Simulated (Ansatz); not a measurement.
**ErC2 (I4/mmm, No. 139; cell taken from a computed entry)**

All values below come from r²SCAN+rVV10 in Ansatz (PAW).

Run with plane-wave cutoff 500 eV, 16×16×16 k mesh, Fermi–Dirac smearing 0.05 eV, spin-polarised start, scalar-relativistic PAW data made under PBE.

Cell (relaxed at this level):

Space group I4/mmm (No. 139); a = b = 3.618 Å, c = 6.134 Å, α = β = γ = 90.00°

| atom | site | symmetry | x | y | z |
|---|---|---|---|---|---|
| Er | 2a | 4/mmm | 0.0000 | 0.0000 | 0.0000 |
| C | 4e | 4mm | 0.0000 | 0.0000 | 0.3947 |
(The calculation used a cell of 3 atoms; values per cell refer to that cell.)

```json
{
  "equilibrium_volume_per_atom": "13.38 Å³/atom",
  "lattice_parameter_a": "3.618 Å",
  "lattice_parameter_c": "6.134 Å"
}
```

Note: the magnetic order was assumed, not searched for or taken from measurement; the relaxation could not lower the start's symmetry, so the cell can be a saddle point above a distorted one; the 4f shell is treated without U or exact exchange, so its levels and filling can be wrong.

Spin–orbit coupling is not included.

Ansatz is a quantum-chemistry and plane-wave program.
